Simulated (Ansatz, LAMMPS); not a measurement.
Si well of 9 atomic layers along [001] in random Si0.5Ge0.5, interfaces graded over 4 layers. Cell 16.85 × 16.85 × 49.97 Å, Si404Ge244, 648 atoms. Prepared with Tersoff's 1989 multicomponent potential (SiCGe.tersoff) (LAMMPS): minimisation. 

Basis: localised support functions (accuracy medium) on a full density matrix. k-points: zone centre alone; occupations: Fermi-Dirac, 0.010 eV; spin polarisation not allowed. No spin-orbit coupling.

Problem. Estimate the gap and bonding that PBE, support functions at accuracy medium on the grid of 370 eV (Ansatz, an electronic-structure program) returns for this input.

Solution. 
Kohn-Sham gap of the cell on its k-mesh: 0.28 eV
weight of the highest filled level on the well: 0.21
weight of the lowest empty level on the well: 0.87
coordination (neighbours within 2.870 Å): 100.0 % 4-fold
Ge-Ge bonds, mean ± spread: 2.479 ± 0.007 Å
Ge-Si bonds, mean ± spread: 2.433 ± 0.009 Å
Si-Si bonds, mean ± spread: 2.390 ± 0.009 Å
bond angles, mean ± spread: 109.5° ± 1.3°
pressure: -1.03 GPa
